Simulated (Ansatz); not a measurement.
The reference is PbS in the rock salt structure (space group Fm-3m, No. 225; a = 5.9027 Å).

Computed with PBEsol, PAW, 420 eV (Ansatz, a first-principles code; without spin-orbit coupling).

Now apply this change: electron doping at 5.0×10^21 cm⁻³ (0.257 per cell), with a uniform compensating background at fixed cell and a 300 K Fermi–Dirac width.

Question: Estimate the effect on the Fermi level from band edge.

Answer: The Fermi level relative to the doped band's edge (positive inside the band; to 0.05 eV) is +1.05 eV.

Carriers are added with a uniform compensating background; total energy and stress of such cells depend on the potential's zero and are not compared; many-body gap narrowing is missing at this level. No phonon test of stability was made. The base started in P3_121 and relaxed to Fm-3m at this level.
